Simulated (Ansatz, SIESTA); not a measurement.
**Code comparison for Ta4N3 (I4/mmm, 7 atoms in the cell)**

Self-consistent single point.

```
CELL_PARAMETERS angstrom
     -2.16794     2.16794     4.24165
      2.16794    -2.16794     4.24165
      2.16794     2.16794    -4.24165
ATOMIC_POSITIONS crystal
  Ta 0.00000 0.50000 0.50000
  Ta 0.50000 0.00000 0.50000
  Ta 0.26382 0.26382 0.00000
  Ta 0.73618 0.73618 0.00000
  N  0.75000 0.25000 0.50000
  N  0.25000 0.75000 0.50000
  N  0.00000 0.00000 0.00000
```

Shared settings, as Ansatz (a program for electronic structure) writes them: kpoints.mp_grid.grid = 7 7 7; magnetization.spin_orbit = true; scf.occupations.method = gaussian; scf.occupations.width = 0.1 eV. Potentials and cutoffs stand in the table.

```csv
code,model,pressure (GPa),largest force (eV/Å),cutoff
Ansatz,"PBEsol with spin-orbit coupling, PAW files made with PBE",5.05,0.227,420 eV
SIESTA,"GGA PBEsol with spin-orbit coupling, numerical atomic orbitals DZP, PseudoDojo PBEsol fully relativistic norm-conserving potentials (rewritten from UPF to PSML)",–,0.129,grid 400 Ry
```

A dash marks a value that a program does not give, or that is left out as unsure.

The spread over the programs that give each value: largest force within 0.098 eV/Å.

SIESTA uses small atom-centred bases, whose incompleteness enters pressures, forces and empty levels differently from a plane-wave cutoff.

The starting cell comes from a database of computed structures (which also holds hypothetical and non-ambient phases and stackings), without a prior relaxation at this level. Its lattice was rescaled by a random factor within 2.5 % of one.

Keys are those of Ansatz 0.2.
